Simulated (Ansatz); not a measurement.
```
InSb
1.0
    0.00000     3.22486     3.22486
    3.22486     0.00000     3.22486
    3.22486     3.22486     0.00000
Sb In
1 1
Direct
  0.25000   0.25000   0.25000
  0.00000   0.00000   0.00000
```

At this level the gap is small or closed, and a narrow smearing was used.  Spin-orbit coupling is not included.

**Question.** List the harmonic phonon frequencies (cm⁻¹; finite displacements on a 6×6×6 mesh, Ansatz, a program for electronic structure, LDA functional, plane-wave PAW, k mesh 12×12×12, fermi-dirac smearing of 0.03 eV) at q = (0.000, 0.000, 0.333), (0.000, 0.167, -0.333), (0.000, 0.000, -0.500), in fractions of this cell's reciprocal vectors. At Γ leave out the LO-TO shift.

**Answer.** 
- (0.000, 0.000, 0.333): 31, 31, 104, 172, 176, 176
- (0.000, 0.167, -0.333): 38, 51, 108, 158, 175, 180
- (0.000, 0.000, -0.500): 32, 32, 128, 159, 177, 177

The PAW data sets were generated under PBE and serve the other functionals too.
